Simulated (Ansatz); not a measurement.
For TcB$_{2}$ (P6_3/mmc), PBEsol, DFPT electron-phonon coupling, linearised Boltzmann equation (Ansatz, a first-principles code) gives a transport coupling λ_tr = 0.231 and a Drude plasma energy ħω_p = 4.26 eV along x (a = (2.88, 0.00, 0.00) Å; b = (-1.44, 2.49, 0.00) Å; c = (0.00, 0.00, 7.41) Å).

Question: Estimate the resistivity at 300 K from the high-temperature formula ρ = 2π λ_tr k_B T / (ħ ε₀ ω_p²), and say how the full Boltzmann solution compares.

Answer: The scattering rate is 1/τ = 2π λ_tr k_B T/ħ = 5.70e13 s⁻¹ and ω_p = 6.47e15 s⁻¹, so ρ ≈ 15.4 μΩ·cm. The Boltzmann solution gives 11.9 μΩ·cm, 0.78 times the estimate; it lies lower because k_BT is not large against the phonon energies and the solution lets the distribution adjust.

A metal at this level (no band gap). Only scattering by harmonic phonons is included (no impurities, grain boundaries, electron-electron scattering or thermal expansion). Spin-orbit coupling is left out. Halving the electron mesh (32x32x12) moves the resistivity by up to 1 % at 300 K, the coupling by up to 1 %. Smearing 0.20 eV; phonons on a 6x6x2 q mesh, which this run doesn't test.

Computed structure with no diffraction record at hand here (it may be known, metastable or hypothetical): TcB2 (P6_3/mmc).
